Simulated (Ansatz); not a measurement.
We consider SrHfO₃ (Imma, No. 74, 10 atoms in the cell; start mp-13109; a measured phase of this formula has another space group), described by LDA in Ansatz (PAW).

Run with plane-wave cutoff 520 eV, 8×8×8 k mesh, Fermi–Dirac smearing 0.01 eV, scalar-relativistic PAW data made under PBE.

Cell (relaxed with PBEsol):

```
HfSrO3
1.0
   -2.88419     4.04927     2.89283
    2.88419    -4.04927     2.89283
    2.88419     4.04927    -2.89283
Sr Hf O
2 2 6
Direct
  0.23968   0.48968   0.75000
  0.76032   0.51032   0.25000
  0.00000   0.00000   0.00000
  0.50000   0.00000   0.50000
  0.79425   0.50000   0.79425
  0.20575   0.50000   0.20575
  0.20575   0.00000   0.70575
  0.79425   0.00000   0.29425
  0.66922   0.91922   0.75000
  0.33078   0.08078   0.25000
```

### Question
Predict the band gap.

### Answer

- band gap = 3.93 eV

Note: cell and atoms aren't relaxed at this level (pressure -4.9 GPa).

Spin–orbit coupling is not included.

Static lattice: no zero-point or thermal effects.

It cost around 50 core-seconds (rough) of CPU time.

A start named mp-… is a Materials Project structure, which need not be a measured phase.

Ansatz is an electronic-structure program.
